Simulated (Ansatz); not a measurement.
## Effect of isotropic strain −1.36 % on ZnS

Start from ZnS in the wurtzite structure (space group P6_3mc, No. 186; a = 3.845 Å, c = 6.306 Å).

The change: an isotropic linear strain of −1.36 %, atoms relaxed at fixed cell.

All numbers come from PBE (Ansatz, a program for electronic structure, PAW, spin-orbit coupling left out). k-mesh 10×10×5 (Γ-centred); smearing 0.05 eV (Fermi–Dirac).

| quantity | base | changed | shift |
|---|---|---|---|
| volume per atom | 20.18 Å³ | 19.37 Å³ | -0.81 Å³ |
| shortest interatomic distance | 2.357 Å | 2.325 Å | -0.032 Å |
| energy relative to the base (free energy F) | 0 meV/atom | +7.6 meV/atom | +7.6 meV/atom |
| band gap | 2.08 eV | 2.26 eV | +0.18 eV |
| gap character | direct at Γ | direct at Γ | – |
| mean gap deformation potential ΔEg/Δln V | – | -4.5 eV | – |
| electron mass | 0.16 mₑ along c, 0.18 mₑ across (at Γ) | 0.16 mₑ along c, 0.19 mₑ across (at Γ) | – |
| valence-band top at Γ (three highest levels, from the VBM) | 0.00, 0.00, -0.07 eV | 0.00, 0.00, -0.08 eV | – |

Final structure:

```
ZnS
1.0
    3.79281     0.00000     0.00000
   -1.89641     3.28467     0.00000
    0.00000     0.00000     6.21990
Zn S
2 2
Direct
  0.66667   0.33333   0.99974
  0.33333   0.66667   0.49974
  0.66667   0.33333   0.62546
  0.33333   0.66667   0.12546
```

Effective masses come from finite differences of ±0.01 Å⁻¹. Stability against distortions was not tested.
